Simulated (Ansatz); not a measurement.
System: hexagonal WC. Method: PBE-D3(BJ) in Ansatz (plane waves, PAW).

Settings: plane-wave cutoff 520 eV, 24×24×20 k mesh (along the axes of the cell as run), Fermi–Dirac smearing 0.05 eV, no spin polarisation, scalar-relativistic PAW data made under PBE.

Computed at the level's own relaxed cell.

### Question
Predict the pressure derivative B′ of the bulk modulus, lattice constant a, lattice parameter c and equilibrium volume per atom.

### Answer

- pressure derivative B′ of the bulk modulus = 4.3
- lattice constant a = 2.902 Å
- lattice parameter c = 2.832 Å
- equilibrium volume per atom = 10.33 Å³/atom

The run finds no gap.

Measured, for comparison: lattice constant a 2.906 Å, lattice parameter c 2.837 Å (300 K, not corrected to a static lattice; as tabulated in Wikipedia's data pages). Computed (rounded) less measured: lattice constant a -0.1 %, lattice parameter c -0.2 %.

Note: the bulk modulus comes from volumes at which shape and atoms were relaxed.

Spin–orbit coupling is not included.

Static lattice: no zero-point or thermal effects.

It cost about 11 core-minutes (a rough figure) of CPU time.

Ansatz is a program for electronic structure.
